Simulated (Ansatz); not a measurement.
Consider GaN in the wurtzite structure (space group P6_3mc, No. 186; a = 3.1826 Å, c = 5.1854 Å). Axes: x lies along a and z along c of the hexagonal cell.

Computed with PBEsol/PAW in Ansatz (a first-principles code), spin-orbit coupling left out.

For the base:

The valence-band top at Γ is 0.00, 0.00, -0.04 eV and the electron mass is 0.16 mₑ along c, 0.17 mₑ across (at Γ). The shortest interatomic distance is 1.946 Å and the band gap is 1.88 eV.

Now apply this change: uniaxial strain ε_zz = +0.60 %, all other strain components held at zero, atoms relaxed at fixed cell.

**Question.** What happens to the valence-band top at Γ?

**Answer.** The valence-band top at Γ (three highest levels, from the VBM) becomes 0.00, 0.00, -0.08 eV (base: 0.00, 0.00, -0.04 eV).

**Question.** What happens to the electron mass?

**Answer.** The electron mass becomes 0.15 mₑ along z, 0.17 mₑ across (at Γ) (base: 0.16 mₑ along c, 0.17 mₑ across (at Γ)).

**Question.** Predict the new shortest interatomic distance.

**Answer.** The shortest interatomic distance rises by 0.003 Å, from 1.946 Å to 1.949 Å.

**Question.** Predict the new band gap.

**Answer.** The band gap drops by 0.062 eV to 1.81 eV.

**Question.** What does the calculation give for the energy relative to the base after the change?

**Answer.** The energy rises by 0.5 meV/atom.

Effective masses come from finite differences of ±0.01 Å⁻¹. No phonon test of stability was made.
